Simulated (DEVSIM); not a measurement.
illuminated Si p-on-n cell, one wavelength

Structure: illuminated Si p-on-n cell, one wavelength, at 300 K.

| layer (left to right) | material | thickness (μm) | Nd (cm⁻³) | Na (cm⁻³) | τn (s) | τp (s) | absorption coefficient (cm⁻¹) |
|---|---|---|---|---|---|---|---|
| 1 | Si | 0.0850 | - | 6.5e17 | 4.6e-7 | 8.4e-7 | 75000 |
| 2 | Si | 110 | 2.6e16 | - | 2.4e-5 | 2.4e-5 | 75000 |

Left contact: ohmic, minority electron recombination velocity 9e5 cm/s. Right contact: ohmic, minority hole recombination velocity 7e6 cm/s. Voltage is applied to the left contact. Recombination: SRH at mid-gap, radiative, Auger. Gap narrowing is on: ΔEg = 6.92 meV × (l + √(l² + 0.5)), l = ln(N/1.3e17 cm⁻³), shared equally by both band edges. Light enters at the left, 2.8e16 photons cm⁻² s⁻¹, one pass, no reflection. Mobility is constant in doping.

The device is made up for the run: typed textbook-type constants, with dimensions and the other settings drawn at random. Values at 300 K.

```csv
parameter,Si
gap (eV),1.124
affinity (eV),4.05
permittivity,11.7
Nc (cm⁻³),2.86e19
Nv (cm⁻³),3.1e19
μn (cm²/Vs),1417
μp (cm²/Vs),470
B (cm³/s),4.7e-15
Cn (cm⁶/s),2.8e-31
Cp (cm⁶/s),9.9e-32
```

Simulated with DEVSIM: 1D drift-diffusion, Boltzmann statistics, complete ionisation; no tunnelling, impact ionisation, image-force lowering or self-heating.

The potential step across the device at zero bias is 0.831 V and the largest field in the device at zero bias comes out as 80000 V/cm. The dark forward voltage at 1 A/cm² is 0.614 V. The dark forward voltage at 100 A/cm² is 0.877 V. The short-circuit current is 4.30 mA/cm², the open-circuit voltage is 0.470 V and the fill factor is 0.79. The largest power comes out as 1.60 mW/cm² and the share of generated pairs collected at short circuit is 0.958.

Dark forward current:

(V (V), J (A/cm²)): (0.05, 4.3e-10); (0.15, 1.9e-8); (0.20, 1.3e-7); (0.30, 5.9e-6); (0.40, 0.00028); (0.45, 0.0020); (0.55, 0.093); (0.60, 0.62); (0.70, 13); (0.80, 54); (0.85, 83); (0.95, 160); (1.05, 250); (1.10, 310); (1.20, 440); (1.25, 510); (1.35, 670); (1.45, 850); (1.50, 950); (1.60, 1200)

Current under light (generator sign):

| V (V) | J (mA/cm²) |
|---|---|
| 0.00 | 4.30 |
| 0.06 | 4.30 |
| 0.12 | 4.29 |
| 0.18 | 4.29 |
| 0.24 | 4.29 |
| 0.32 | 4.28 |
| 0.34 | 4.26 |
| 0.36 | 4.23 |
| 0.38 | 4.16 |
| 0.40 | 4.00 |
| 0.42 | 3.67 |
| 0.44 | 2.95 |
| 0.46 | 1.40 |
| 0.48 | -1.96 |
